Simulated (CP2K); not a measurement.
## Converging the cutoff of the density grid: Li (Im-3m, 1 atom in the cell)

```yaml
crystal:
  lattice:
    - [3.03150, 0.00000, 0.00000]
    - [-1.01050, 2.85812, 0.00000]
    - [-1.01050, -1.42906, 2.47521]
  atoms:
    - { symbol: Li, position: [0.00000, 0.00000, 0.00000] }
```

Computed with PBEsol, GPW, DZVP-MOLOPT-SR-GTH basis, GTH-PBE potentials (GTH_POTENTIALS) (CP2K).

Base settings: CUTOFF = 400 Ry; REL_CUTOFF = 50 Ry; SMEAR/METHOD = GAUSSIAN; SIGMA = 0.1 eV; KPOINTS/SCHEME = MONKHORST-PACK 5 5 5; XC_FUNCTIONAL = PBE:PBESOL; Li/BASIS_SET = DZVP-MOLOPT-SR-GTH-q3; Li/POTENTIAL = GTH-PBE-q3; METHOD = GPW; EPS_DEFAULT = 1e-10.

The second cell is the first with its lattice scaled by 0.98.

The mesh stays at the base's, so the ladder's end is converged at best in this setting alone.

Only quantities that move along the ladder and can be compared are tabulated.

The starting cell has typed, rounded lattice constants, without a prior relaxation at this level. Its lattice was rescaled by up to half a per cent. Values carry the incompleteness of an atom-centred basis. The potentials were made for another functional than the one used. Without a gap this mesh is coarse (it stands for a supercell whose shortest vector is 15 Å).

Steps (CUTOFF): 140 Ry; 160 Ry; 180 Ry; 200 Ry; 220 Ry; 240 Ry; 280 Ry; 320 Ry; 360 Ry; 400 Ry; 440 Ry; 480 Ry; 540 Ry; 600 Ry; 700 Ry; 800 Ry; 960 Ry.

Q: What is the coarsest CUTOFF that holds the free energy within 1 meV/atom of the last step, with all finer ones?

A: 320 Ry; the step before is off by 1.2 meV/atom.

Q: What is the coarsest CUTOFF that holds the pressure within 0.5 GPa of the last step, with all finer ones?

A: 240 Ry; the step before is off by 1.1 GPa.

Q: What is the coarsest CUTOFF that holds the energy of the compressed cell less the first within 0.5 meV/atom of the last step, with all finer ones?

A: 360 Ry; the step before is off by 0.60 meV/atom.

```csv
CUTOFF,free energy less the last step's (meV/atom),energy of the compressed cell less the first (meV/atom),pressure (GPa)
140 Ry,-65.15,9.83,0.90
160 Ry,-65.15,9.83,0.90
180 Ry,-79.88,24.56,0.79
200 Ry,-79.88,9.73,0.79
220 Ry,-46.02,9.67,0.77
240 Ry,-5.35,-31.01,-0.01
280 Ry,-1.24,-1.15,-0.20
320 Ry,-0.06,0.36,-0.29
360 Ry,-0.06,0.98,-0.29
400 Ry,0.00,0.92,-0.30
440 Ry,0.00,0.95,-0.30
480 Ry,0.00,0.95,-0.30
540 Ry,0.00,0.95,-0.30
600 Ry,0.00,0.95,-0.30
700 Ry,0.00,0.95,-0.30
800 Ry,0.00,0.95,-0.30
960 Ry,0.00,0.95,-0.30
```

Two neighbours can agree and both be off: 140 Ry and 160 Ry differ by 0.00 meV/atom in the free energy, yet lie about 65 meV/atom from the last step.
